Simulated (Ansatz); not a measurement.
Start from GaN in the zinc blende structure (space group F-43m, No. 216; a = 4.4981 Å). Axes: x, y, z lie along the cube axes.

Calculations: PBEsol in Ansatz (plane waves to 420 eV, PAW, scalar-relativistic without spin-orbit coupling).

Before the change:

* **Valence-band top at Γ**: 0.00, 0.00, 0.00 eV
* **Gap character**: direct at Γ

Modification: the cell is compressed by 2.50 % along z with no lateral relaxation; the atoms relax in the strained cell.

Problem. How does this affect the valence-band top at Γ, hole mass and gap character?

Solution. The valence-band top at Γ (three highest levels, from the VBM) goes from 0.00, 0.00, 0.00 eV to 0.00, -0.11, -0.11 eV; the hole mass is 0.17 mₑ along z, 0.83 mₑ across (at Γ); the gap character is still direct at Γ.

Effective masses come from finite differences of ±0.01 Å⁻¹. Stability against distortions was not tested. This is not the structure that GaN has at room temperature and ambient pressure. k-point labels follow each cell's own Brillouin zone.

Ansatz is an electronic-structure program.
